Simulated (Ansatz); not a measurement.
A computed series for Sn: pressure series

The parent structure is Sn (space group I4/mmm, No. 139; a = 3.281 Å, c = 4.920 Å).

Cell and atoms are relaxed at each pressure.

All numbers come from Ansatz (an electronic-structure program) PBEsol, no SOC.

```json
[
 {"P (GPa)": "-2.00", "V (Å³/atom)": "27.565"},
 {"P (GPa)": "-0.99", "V (Å³/atom)": "26.989"},
 {"P (GPa)": "0.30", "V (Å³/atom)": "26.347"},
 {"P (GPa)": "0.70", "V (Å³/atom)": "26.166"},
 {"P (GPa)": "1.49", "V (Å³/atom)": "25.825"},
 {"P (GPa)": "3.00", "V (Å³/atom)": "25.241"},
 {"P (GPa)": "5.00", "V (Å³/atom)": "24.564"},
 {"P (GPa)": "7.51", "V (Å³/atom)": "23.828"},
 {"P (GPa)": "10.00", "V (Å³/atom)": "23.200"}
]
```

Task: Fit a third-order Birch–Murnaghan equation of state.

Result: Least squares on P(V) = (3B₀/2)[(V₀/V)^(7/3) − (V₀/V)^(5/3)]·[1 + (3/4)(B₀′ − 4)((V₀/V)^(2/3) − 1)] gives V₀ = 26.49 Å³/atom, B₀ = 55 GPa and B₀′ = 4.6.

Load acts through the strain it causes; cell and atoms are relaxed under it. Whether these cells are dynamically stable was not tested. Competing high-pressure phases were not computed. This is not the structure that Sn has at room temperature and ambient pressure.
